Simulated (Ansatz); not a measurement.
**HfO2: pressure series**

Take HfO2 (space group P2_1/c, No. 14) as the base.

```xyz
12
Lattice="5.0958 0.0000 0.0000 0.0000 5.1768 0.0000 -0.8808 0.0000 5.1970" Properties=species:S:1:pos:R:3 pbc="T T T"
Hf     1.2289     0.2224     1.0819
Hf     3.4265     2.8109     1.5165
Hf     2.9861     4.9544     4.1150
Hf     0.7885     2.3660     3.6804
O      0.0623     1.7457     1.7721
O      4.5931     4.3341     0.8264
O      4.1527     3.4311     3.4249
O     -0.3781     0.8427     4.3706
O      1.8558     3.9248     2.4943
O      2.7996     1.3364     0.1042
O      2.3592     1.2520     2.7026
O      1.4154     3.8404     5.0928
```

Cell and atoms are relaxed at each pressure.

All numbers come from Ansatz (an electronic-structure program), PBEsol, PAW, cutoff 420 eV, no spin-orbit coupling.

Candidates:
(a) pressure 15 GPa
(b) pressure 30 GPa
(c) pressure 9 GPa

Before the change:

The band gap is 3.97 eV.

**Question.** Order them by band gap, highest first.

**Answer.** (a) pressure 15 GPa (4.58 eV), (c) pressure 9 GPa (4.36 eV), (b) pressure 30 GPa (3.60 eV)

Spin-orbit coupling, missing from the scalar runs, can matter with Hf. Load acts through the strain it causes; cell and atoms are relaxed under it. No phonon test of stability was made. No other phases were tried under pressure. Along this pressure series the structure jumps between pressure 22.5 GPa and pressure 30 GPa; cells beyond that are another form of it.
